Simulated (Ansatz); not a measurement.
Consider the following.

```xyz
8
Lattice="4.0139 0.0000 0.0000 2.0070 3.4762 0.0000 0.0000 0.0000 16.8185" Properties=species:S:1:pos:R:3 pbc="T T T"
In     2.0070     1.1587    11.2179
In     4.0139     2.3175     2.8086
In     4.0139     2.3175     5.6006
In     2.0070     1.1587    14.0099
Se     2.0070     1.1587     1.5116
Se     4.0139     2.3175     9.9208
Se     4.0139     2.3175    15.3069
Se     2.0070     1.1587     6.8977
```

No spin polarisation.

Method: Ansatz (a quantum-chemistry and plane-wave program), PBE-D3(BJ), PAW, cutoff 420 eV, scalar-relativistic without spin-orbit coupling. k-mesh 9×9×2 (Γ-centred); smearing 0.05 eV (Fermi–Dirac).

Question: What gap character does the calculation give?

Answer: Direct at Γ.

Question: Predict the electron mass.

Answer: 0.049 mₑ out of plane, 0.12 mₑ in plane (at Γ).

Question: Estimate the mean in-plane stress (compression positive).

Answer: +0.3 GPa.

The cells carry an imposed strain or load. Effective masses come from finite differences of ±0.01 Å⁻¹. Whether these cells are dynamically stable was not tested. The cell was made from InSe in the beta-GaS type structure (space group P6_3/mmc, No. 194; layered, stacked along the Cartesian z axis) by this change: biaxial strain −0.45 %, plane normal [001], relaxed out of plane.
